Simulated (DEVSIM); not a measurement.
Device: Cr/Al2O3/n-Si capacitor, at 300 K.

| layer (left to right) | material | thickness (nm) | Nd (cm⁻³) |
|---|---|---|---|
| 1 | Al2O3 | 4.10 | - |
| 2 | Si | 620 | 8.7e17 |

Metal gate on the left, work function 4.5 eV. Fixed charge at the semiconductor interface 2.6e12 cm⁻² (in units of +e); no interface traps.

Constants are typed, rounded textbook-type inputs, not results; the design itself was drawn at random and stands for no fabricated device. Values at 300 K; Nc and Nv go as T^1.5, mobilities as T to minus their exponent, the gap by Varshni's rule with the affinity fixed.

| parameter | Al2O3 | Si |
|---|---|---|
| gap (eV) | 6.8 | 1.124 |
| affinity (eV) | 1.35 | 4.05 |
| permittivity | 9 | 11.7 |
| Nc (cm⁻³) | - | 2.86e19 |
| Nv (cm⁻³) | - | 3.1e19 |
| Varshni α (eV/K) | - | 0.000473 |
| Varshni β (K) | - | 636 |

DEVSIM, 1D Poisson equation in equilibrium, Boltzmann statistics, complete ionisation; no quantum confinement or tunnelling. Metal contacts follow the ideal Schottky-Mott rule: no Fermi-level pinning, no interface dipoles.

The temperature was swept, all else fixed.

```csv
temperature (K),threshold voltage (band bending 2φF) (V),flat-band voltage (V),minimum of the low-frequency capacitance (μF/cm²)
250,-1.11,0.17,0.253
300,-1.06,0.15,0.265
350,?,0.12,?
400,-0.97,0.10,0.289
450,-0.92,0.08,0.308
500,-0.87,0.05,0.325
```

**Question.** Fill in the missing entries.

**Answer.** 
- 350, threshold voltage (band bending 2φF) (V): -1.02
- 350, minimum of the low-frequency capacitance (μF/cm²): 0.275
